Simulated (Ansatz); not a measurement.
System: rock-salt NaH. Method: PBE0-D3(BJ) (PAW; Ansatz, a program for electronic structure).

Settings: plane-wave cutoff 460 eV, 10×10×10 k mesh, Fermi–Dirac smearing 0.01 eV, scalar-relativistic PAW data made under PBE.

The cell is scaled about its equilibrium volume:

```tsv
V (Å³/atom)	P (GPa)	direct gap at Γ (eV)	smallest gap on the k mesh (eV)
12.181	1.55	18.679	5.860
12.501	0.74	18.325	5.802
12.662	0.36	18.153	5.774
12.822	0.01	17.984	5.746
13.143	-0.64	17.657	5.693
13.463	-1.21	17.344	5.641
```

The fundamental gap (5.72 eV at the equilibrium volume, with added k points) lies elsewhere than Γ–Γ.
